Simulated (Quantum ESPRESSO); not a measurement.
**Pressure against volume in AlB2-type MgB2 (space group 191) (Quantum ESPRESSO, LDA)**

```
CELL_PARAMETERS angstrom
      2.96982     0.00000     0.00000
     -1.48491     2.57194     0.00000
      0.00000     0.00000     3.38310
ATOMIC_POSITIONS crystal
  Mg 0.00000 0.00000 0.00000
  B  0.66667 0.33333 0.50000
  B  0.33333 0.66667 0.50000
```

Method of the run: LDA (PZ), GBRV 1.5 ultrasoft (LDA) pseudopotentials (plane waves; Quantum ESPRESSO 7.5). Settings: ecutwfc = 52 Ry; ecutrho = 260 Ry; occupations = smearing; smearing = fd; degauss = 0.0036749 Ry; potentials = {Mg: mg_lda_v1.4.uspp.F.UPF, B: b_lda_v1.4.uspp.F.UPF}; K_POINTS = automatic 22 22 17 0 0 0; conv_thr = 1e-10 Ry. The cell above is the first row's. The rows scale it uniformly. In all rows fractional positions and the k mesh are held.

| V (Å^3/atom) | P (GPa) |
|---|---|
| 8.614 | 12.45 |
| 8.801 | 8.14 |
| 8.988 | 4.22 |
| 9.175 | 0.66 |
| 9.363 | -2.59 |
| 9.550 | -5.54 |
| 9.737 | -8.24 |
| 9.924 | -10.69 |
| 10.112 | ? |

Taking a cubic for P over the 8 complete rows: With u = V - 9.3, the rows have u = -0.6860, -0.4990, -0.3120, -0.1250, 0.0630, 0.2500, 0.4370, 0.6240. Least squares gives P = -1.539 - 17.0406·u + 4.3141·u² - 0.8285·u³. Residuals (row less fit): 0.001, -0.001, -0.003, 0.000, 0.006, 0.002, -0.009, 0.004; standard error 0.006 (degrees of freedom: 4). The fitted pressure is zero at V0 = 9.212, where dP/dV = -17.82, so B0 = -V0·dP/dV = 164 GPa.

Q: What does the fit predict for P at V = 10.112, and how far is the calculated value from it?

A: u = 0.8120, so P = -1.539 - 17.0406 × 0.8120 + 4.3141 × 0.8120² - 0.8285 × 0.8120³ = -12.975 GPa. The calculation gives -12.93 GPa, 0.045 GPa above the prediction (0.2 % of the range of P in the table). The row lies outside the fitted rows, so this is an extrapolation. From the scatter of the fitted rows alone, a prediction at this place has a standard error of 0.016 GPa, so the miss is 2.8 times that.

Carrying the step between the two nearest rows on in a straight line would have given -13.15, off by 0.22; series whose last step already gives the withheld value aren't shown. The scan was laid around a cell of about the measured size, scaled by a guess for this functional; axis ratios and inner coordinates come from that cell. The runs keep the symmetry of the cell, so they don't test it for distortions. The shape of the cell and the inner coordinates aren't relaxed, so V0 and B0 belong to this uniform scaling; a relaxed crystal lies no higher in energy and is usually softer. Cutoffs and mesh are single choices, not tested for convergence of this quantity. Series with a scatter that would blur these digits, or in which a gap closes, are not shown.
